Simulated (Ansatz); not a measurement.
TiO2 in the anatase structure (space group I4_1/amd, No. 141)

```cif
data_O8Ti4
_chemical_formula_sum 'Ti4 O8'
_space_group_name_H-M_alt 'I41/amd :1'
_space_group_IT_number 141
_space_group_name_Hall 'I 4bw 2bw -1bw'
_cell_length_a 3.77787
_cell_length_b 3.77787
_cell_length_c 9.58378
_cell_angle_alpha 90.000
_cell_angle_beta 90.000
_cell_angle_gamma 90.000
loop_
_atom_site_label
_atom_site_type_symbol
_atom_site_symmetry_multiplicity
_atom_site_Wyckoff_symbol
_atom_site_fract_x
_atom_site_fract_y
_atom_site_fract_z
_atom_site_occupancy
Ti1 Ti 4 b 0.00000 0.00000 0.50000 1
O1 O 8 e 0.00000 0.00000 0.29273 1
```
(The calculation used a cell of 6 atoms; values per cell refer to that cell.)

All numbers come from r2SCAN (Ansatz, a program for electronic structure; PAW; 500 eV plane waves; no spin-orbit coupling). Γ-centred 12×12×12 mesh, Fermi–Dirac width 0.05 eV.

```yaml
volume_per_atom: 11.40 Å³
density: 3.88 g/cm³
band_gap: 2.53 eV, indirect, Γ–X (87 % along) → Γ
total_energy: -1215.444 eV/atom (σ→0; compares only within this code and set-up)
```

Stability against distortions was not tested. All final runs are without spin polarisation.
